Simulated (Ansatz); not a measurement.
Relaxation of the outer planes of the (111) surface of rock-salt MgO in its 1x1 cell (cut with top plane Mg, bottom plane Mg), relaxed from an ideal cut (the real face may reconstruct), outermost plane spacing 1.23 Å in the ideal cut (one of several cuts of this face), with 1 Mg a cell over the bulk's ratio.

All values below come from PBE (plane waves to 420 eV, PAW; Ansatz, a program for electronic structure).

Model: 11-atom slab, Mg6O5, 12.3 Å thick at the start, 10x10x1 mesh, Fermi-Dirac 0.025 eV, dipole correction, all atoms relaxed; held to the start's symmetry, so lower structures may exist; no spin (no spin-polarised run to compare, though such a face may carry moments), no spin-orbit, no U. The slab shows no gap on its mesh.

| plane | atoms | bulk spacing to the next (Å) | relaxed spacing (Å) | change (%) | rumpling (Å) |
|---|---|---|---|---|---|
| 1 | Mg | 1.228 | 1.279 | 4.2 | 0.00 |
| 2 | O | 1.228 | 1.227 | -0.1 | 0.00 |
